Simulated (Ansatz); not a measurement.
**BN: response to strain**

Base system: BN in the zinc blende structure (space group F-43m, No. 216; a = 3.6097 Å). Axes: x, y, z lie along the cube axes.

Strains are applied to the cell and any free atomic positions relax.

The values are results of r2SCAN, PAW, 500 eV (Ansatz, a program for electronic structure; scalar-relativistic without spin-orbit coupling), not measurements.

Candidates:
(a) uniaxial strain ε_zz = +0.50 %
(b) uniaxial strain ε_zz = +3.00 %
(c) uniaxial strain ε_zz = +1.00 %
(d) uniaxial strain ε_zz = +2.00 %

Before the change:

| Quantity | Result |
|---|---|
| Band gap | 5.00 eV |

Task: Order them by band gap, lowest first.

Result: (b) uniaxial strain ε_zz = +3.00 % (4.70 eV), (d) uniaxial strain ε_zz = +2.00 % (4.80 eV), (c) uniaxial strain ε_zz = +1.00 % (4.90 eV), (a) uniaxial strain ε_zz = +0.50 % (4.95 eV)

Whether these cells are dynamically stable was not tested.
